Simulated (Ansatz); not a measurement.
**BN (space group Pm-3n, No. 223; a hypothetical phase, not in the database extracts checked)**

```cif
data_B6N6
_chemical_formula_sum 'B6 N6'
_space_group_name_H-M_alt 'Pm-3n'
_space_group_IT_number 223
_space_group_name_Hall '-P 4n 2 3'
_cell_length_a 4.44018
_cell_length_b 4.44018
_cell_length_c 4.44018
_cell_angle_alpha 90.000
_cell_angle_beta 90.000
_cell_angle_gamma 90.000
loop_
_atom_site_label
_atom_site_type_symbol
_atom_site_symmetry_multiplicity
_atom_site_Wyckoff_symbol
_atom_site_fract_x
_atom_site_fract_y
_atom_site_fract_z
_atom_site_occupancy
B1 B 6 c 0.00000 0.50000 0.25000 1
N1 N 6 d 0.00000 0.25000 0.50000 1
```

Level of theory: Ansatz (a first-principles code) PBE, no SOC. Settings: 6×6×6 k-points, 0.05 eV Fermi–Dirac smearing.

| Item | Result |
|---|---|
| Volume per atom | 7.29 Å³ |
| Density | 2.82 g/cm³ |
| Band gap | 4.55 eV, indirect, Γ → Γ–X (83 % along) |
| Electron mass | 0.64 mₑ along k, 0.53 mₑ across |
| Hole mass (degenerate bands, along [100]) | 0.27, 2.6, 2.6 mₑ |
| Lowest conduction-band minima above the VBM | a point along ⟨100⟩, about 0.6 Å⁻¹ from Γ 4.55 eV; a point along ⟨110⟩, about 0.4 Å⁻¹ from Γ 5.32 eV; a point along ⟨111⟩, about 0.4 Å⁻¹ from Γ 5.39 eV |
| Total energy | -270.881 eV/atom (σ→0; compares only within this code and set-up) |

Effective masses come from finite differences of ±0.01 Å⁻¹. Along k means along the line from Γ to the band edge. Stability against distortions was not tested.
